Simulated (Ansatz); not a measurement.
A zone-centre phonon calculation of HfPd2 (I4/mmm, 3 atoms in the cell) with Ansatz (a first-principles code).

Method of the run: LDA (PW92), default PAW files made with PBE (plane waves; Ansatz).

```yaml
crystal:
  lattice:
    - [-1.69453, 1.69453, 4.34401]
    - [1.69453, -1.69453, 4.34401]
    - [1.69453, 1.69453, -4.34401]
  atoms:
    - { symbol: Hf, position: [0.00000, 0.00000, 0.00000] }
    - { symbol: Pd, position: [0.33903, 0.33903, 0.00000] }
    - { symbol: Pd, position: [0.66097, 0.66097, 0.00000] }
```

Reference input (self-consistent single point, DFT, LDA (PW92), plane waves, default PAW files made with PBE): basis.ecutwfc = 420 eV; kpoints.mp_grid.grid = 14 14 14; hamiltonian.xc = lda; hamiltonian.pseudopotentials = {kind: paw} (the program's default PAW files); scf.occupations.method = fermi_dirac; scf.occupations.width = 0.1 eV. This run's input differs from it in these lines:

Ansatz 0.2 input:
```diff
@@ -13,3 +13,3 @@
 kpoints:
-  mp_grid: { grid: [14, 14, 14] }
+  mp_grid: { grid: [9, 9, 9] }
 hamiltonian:
@@ -19,6 +19,4 @@
   occupations: { method: fermi_dirac, width: 0.1 eV }
-output:
-  forces: true
-  eigenvalues: true
-  stress: true
+phonons:
+  method: dfpt
```

Log, with long lists cut:

```
SCF iter   1: F=—  HF=-29168.493468 eV  |F-HF|=—  |Δ(HF+E_count)|=         —  Δρ=1.15e-2  dr2=8.10e-2  ethr=1.77e-3  ⟨swp⟩=5.7  Hψ=17545  notcnv=0  defer=1
all-band conjugate gradients solve this SCF's bands
preconditioner: auto → Kerker (q_TF=auto, 2.829 Å⁻¹)
SCF iter   2: F=—  HF=-29168.483692 eV  |F-HF|=—  |Δ(HF+E_count)|=   9.78e-3  Δρ=5.09e-3  dr2=1.72e-2  ethr=1.31e-4  ⟨swp⟩=1.0  Hψ=5750  notcnv=0  defer=1
   [... lines left out ...]
SCF iter   8: F=—  HF=-29168.480926 eV  |F-HF|=—  |Δ(HF+E_count)|=   1.05e-9  Δρ=1.96e-6  dr2=2.62e-9  ethr=3.05e-11  ⟨swp⟩=2.1  Hψ=7912  notcnv=0  defer=1
SCF iter   9: F=—  HF=-29168.480926 eV  |F-HF|=—  |Δ(HF+E_count)|=   1.34e-9  Δρ=4.26e-7  dr2=8.76e-11  ethr=4.23e-12  ⟨swp⟩=2.0  Hψ=8326  notcnv=0  defer=1
SCF iter  10: F=—  HF=-29168.480926 eV  |F-HF|=—  |Δ(HF+E_count)|=  2.18e-11  Δρ=1.27e-7  dr2=8.42e-12  ethr=1.00e-12  ⟨swp⟩=6.7  Hψ=21648  notcnv=0
SCF iter  11: F=-29168.480926 eV  HF=-29168.480926 eV  |F-HF|=0.00e0  |Δ(HF+E_count)|=  3.64e-12  Δρ=5.82e-8  dr2=1.55e-12  ethr=1.00e-12  ⟨swp⟩=5.0  Hψ=18248  notcnv=0
SCF 1 converged in 11 iterations: F = -29168.480926 eV  dr2 = 1.55e-12
DFPT response loops at Γ: preconditioner auto → Kerker (q_TF=auto, 2.829 Å⁻¹) (partly filled bands, converged f_vac=0.000) …
Free energy (F): -29168.480926 eV
Internal energy: -29168.421210 eV  (E = F + TS)
E sigma→0 (E₀):  -29168.451068 eV
Entropy (-TS):   -0.059715 eV (-19.905 meV/atom)
Fermi energy:    20.550459 eV
--- Phonons (Γ-DFPT): 4 representative perturbations + reference, on 125 of 729 k-points (Σ response iterations 15) ---
  k mesh reduced under 4 symmetry operations, with k and −k counted as one. Each operation leaves every solved displacement unchanged or reverses it
  ASR residual: 3.030e-4 → 0.000e0 eV/Å²; symmetrization residual: 8.396e-6 eV/Å²
  ASR residual per site (eV/Å²): 2.62e-4 3.03e-4 3.03e-4
  Γ frequencies (cm⁻¹): 0.00 0.00 0.00 126.79 126.79 128.74 128.74 138.57 181.40
  non-analytic LO–TO correction: not included (Born effective charges unavailable; polar crystals: no LO–TO splitting at Γ)
```

The run converged in 11 iterations. 

Summary of the result:
| Quantity | Result |
|---|---|
| Free energy E − TS (on the zero of these files) | -29168.4809 eV |
| Fermi level (on the code's own zero) | 20.55 eV |
| Zone-centre frequencies (cm⁻¹; negative means imaginary) | 0, 0, 0, 127, 127, 129, 129, 139, 181 |

The starting cell comes from a database of computed structures (which also holds hypothetical and non-ambient phases and stackings), without a prior relaxation at this level. Its lattice was rescaled by up to half a per cent. Spin polarisation is off.

Cost on one core of a shared machine: roughly 2 min.
